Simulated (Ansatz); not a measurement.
Input:

End structure of S on the 1x1 (110) surface of bcc Mo, one in a 2x2 cell, started at the site 'hollow Mo-Mo-Mo':

```yaml
crystal:
  lattice:
    - [5.47470, 0.00000, 0.00000]
    - [-1.82490, 5.16159, 0.00000]
    - [0.00000, 0.00000, 26.00000]
  atoms:
    - { symbol: Mo, position: [0.25000, 0.25000, 0.37429] }
    - { symbol: Mo, position: [0.25000, 0.75000, 0.37429] }
    - { symbol: Mo, position: [0.75000, 0.25000, 0.37429] }
    - { symbol: Mo, position: [0.75000, 0.75000, 0.37429] }
    - { symbol: Mo, position: [0.00000, 0.00000, 0.45665] }
    - { symbol: Mo, position: [0.00000, 0.50000, 0.45665] }
    - { symbol: Mo, position: [0.50000, 0.00000, 0.45665] }
    - { symbol: Mo, position: [0.50000, 0.50000, 0.45665] }
    - { symbol: Mo, position: [0.25001, 0.24999, 0.54302] }
    - { symbol: Mo, position: [0.25006, 0.74998, 0.54453] }
    - { symbol: Mo, position: [0.75002, 0.24994, 0.54453] }
    - { symbol: Mo, position: [0.75005, 0.74995, 0.54087] }
    - { symbol: Mo, position: [0.98623, 0.98585, 0.62639] }
    - { symbol: Mo, position: [0.00050, 0.49950, 0.62778] }
    - { symbol: Mo, position: [0.49976, 0.00024, 0.62774] }
    - { symbol: Mo, position: [0.51415, 0.51377, 0.62639] }
    - { symbol: S, position: [0.24798, 0.25202, 0.69168] }
```

Model: 17-atom slab, 6.5 Å thick at the start under the adsorbate (thin: gaps and levels are the slab's own), 6x6x1 mesh, Fermi-Dirac 0.1 eV, dipole correction, 8 atoms held, the rest relaxed; held to the start's symmetry, so lower structures may exist; no spin, no spin-orbit, no U, no dispersion correction. At the end it is bonded to 4 Mo. In PBE it is, or lies within 0.03 eV of, the lowest of the starts that converged.

A negative adsorption energy means that the adsorbate is more stable on the surface than in its reference.

Q: Give the adsorption energy against ⅛ S8(g) at the level PBE (Ansatz, a program for electronic structure).

A: -3.19 eV

Q: Give the change of the step from the bottom to the top vacuum level, against the clean slab at the level PBE.

A: 0.24 eV

Q: Give the change of the work function at the level PBE.

A: 0.20 eV

Q: What work function of the top face does PBE give?

A: 4.79 eV
